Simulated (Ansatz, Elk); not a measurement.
An Elk input for a self-consistent single point of LiCl (Fm-3m, 2 atoms in the cell) (DFT, PBE, all-electron FP-LAPW, Elk's shipped species files, default APW+lo basis):

```
tasks
  0

xctype
  20

rgkmax
  7.0

stype
  3

swidth
  0.000367493

avec
    0.0000000000    4.8565961403    4.8565961403
    4.8565961403    0.0000000000    4.8565961403
    4.8565961403    4.8565961403    0.0000000000

atoms
  2   : nspecies
  'Li.in'   : spfname
  1   : natoms; atposl, bfcmt below
  0.0000000000  0.0000000000  0.0000000000    0.0 0.0 0.0
  'Cl.in'   : spfname
  1   : natoms; atposl, bfcmt below
  0.5000000000  0.5000000000  0.5000000000    0.0 0.0 0.0

ngridk
  8 8 8
```

Problem. Give the Ansatz (a first-principles code) input for the same structure, mesh, smearing and functional.

Solution. This is the input that was run; spellings and numerical settings could be chosen otherwise.

Ansatz 0.2 input:
```yaml
crystal:
  lattice:
    - [0.000000, 2.570000, 2.570000]
    - [2.570000, 0.000000, 2.570000]
    - [2.570000, 2.570000, 0.000000]
  atoms:
    - { symbol: Li, position: [0.000000, 0.000000, 0.000000] }
    - { symbol: Cl, position: [0.500000, 0.500000, 0.500000] }
kpoints:
  mp_grid: { grid: [8, 8, 8] }
hamiltonian:
  xc: pbe
  pseudopotentials: { kind: paw }
scf:
  occupations: { method: fermi_dirac, width: 0.0007 Ry }
output:
  forces: true
  eigenvalues: true
  stress: true
```

Basis, cutoffs, solver keys and any potentials are the target program's own. This input uses DFT, PBE, plane waves, default PAW files. The width in Ry is rounded to four decimals. Both were run: gap on the mesh 6.187 eV in Elk and 6.293 in Ansatz.

On Ansatz: the starting cell has typed, rounded lattice constants, without a prior relaxation at this level.

On Elk: the starting cell has typed, rounded lattice constants, without a prior relaxation at this level. Values depend on the basis (sphere radii, cutoffs, local orbitals), which need not be converged.
